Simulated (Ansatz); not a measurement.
Cd2TeSe (P-4m2, No. 115, 4 atoms in the cell; start mp-1226952), treated with HSE06+SOC (PAW; Ansatz, an electronic-structure program).

Run with plane-wave cutoff 460 eV, 6×6×4 k mesh (along the axes of the cell as run), Fermi–Dirac smearing 0.01 eV, PAW data made under PBE.

Cell (relaxed with PBEsol):

```cif
data_Cd2SeTe
_chemical_formula_sum 'Cd2 Te1 Se1'
_space_group_name_H-M_alt 'P-4m2'
_space_group_IT_number 115
_space_group_name_Hall 'P -4 -2'
_cell_length_a 4.45130
_cell_length_b 4.45130
_cell_length_c 6.26852
_cell_angle_alpha 90.000
_cell_angle_beta 90.000
_cell_angle_gamma 90.000
loop_
_atom_site_label
_atom_site_type_symbol
_atom_site_symmetry_multiplicity
_atom_site_Wyckoff_symbol
_atom_site_fract_x
_atom_site_fract_y
_atom_site_fract_z
_atom_site_occupancy
Cd1 Cd 2 g 0.00000 0.50000 0.23243 1
Te1 Te 1 d 0.00000 0.00000 0.50000 1
Se1 Se 1 b 0.50000 0.50000 0.00000 1
```

Q: Estimate the band gap that the calculation returns.

A: 
- band gap = 1.14 eV (on the SCF k mesh) (direct)

Note: cell and atoms aren't relaxed at this level (pressure 1.5 GPa).

Static lattice: no zero-point or thermal effects.

Computing time: very roughly 28 core-minutes.

A start named mp-… is a Materials Project structure, which need not be a measured phase.
